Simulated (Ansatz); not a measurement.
Functionals compared on the (100) surface of cubic BaZrO3 in its 1x1 cell (cut with top plane Ba + O, bottom plane 2 O + Zr), relaxed from an ideal cut (the real face may reconstruct), with unlike faces, outermost plane spacing 2.11 Å in the ideal cut, in Ansatz (plane waves, PAW). The structure was relaxed with PBE; the other rows are single points on it, each with its references at the same level. Cutoff 420 eV (500 eV for r2SCAN). The surface energy is the mean of two unlike faces. HSE06 used the coarser mesh 4x4x1.

Slab: 15 atoms, Ba3O9Zr3, 10.6 Å thick at the start; k 6x6x1, smearing 0.025 eV, dipole-corrected; all atoms relaxed; symmetry of the start imposed; no spin, no spin-orbit, no U. These notes are the PBE run's.

A dash marks a value that is undefined for that row or was read on another mesh.

| functional | surface energy (J/m²) | gap of the slab on its k-mesh (eV) | highest filled level below the top vacuum level (eV) | rough cost of the single point |
|---|---|---|---|---|
| PBE | 0.97 | 2.33 | 3.21 | – |
| LDA | 1.26 | 2.38 | 3.56 | about 50 core-seconds (a rough figure) |
| PBEsol | 1.10 | 2.42 | 3.28 | roughly 60 core-seconds |
| RPBE | ? | ? | ? | around 50 core-seconds (rough) |
| r2SCAN | 1.17 | 2.91 | 3.39 | about 100 core-seconds (a rough figure) |
| HSE06 | 1.08 | – | – | about 12 core-minutes (a rough figure) |

### Question
Some entries are withheld; supply them.

### Answer

- RPBE, surface energy (J/m²): 0.80
- RPBE, gap of the slab on its k-mesh (eV): 2.12
- RPBE, highest filled level below the top vacuum level (eV): 3.06

Ansatz is an electronic-structure program.
